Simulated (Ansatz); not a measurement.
# A computed series for ZnSnO3: pressure series

Take ZnSnO3 (space group R3c, No. 161; a = 5.278 Å, c = 14.010 Å (hexagonal axes)) as the base.

Cell and atoms are relaxed at each pressure.

All numbers come from PBEsol (Ansatz, a program for electronic structure), no SOC.

| pressure (GPa) | band gap (eV) |
|---|---|
| -2 | 1.18 |
| -1 | ? |
| 0 | 1.25 |
| 0.3 | 1.26 |
| 0.7 | 1.27 |
| 3 | 1.35 |
| 5 | 1.41 |
| 7.5 | 1.48 |
| 10 | 1.55 |

Fit E_g = E₀ + αP + βP² to the rows shown and predict the withheld row.

Least squares on the printed values gives E₀ = 1.25 eV, α = 34.0 meV/GPa, β = -0.40 meV/GPa² (largest residual 0.00 eV); this predicts 1.21 eV, and the run gives 1.21 eV, in agreement.

Load acts through the strain it causes; cell and atoms are relaxed under it. No phonon test of stability was made. No other phases were tried under pressure.
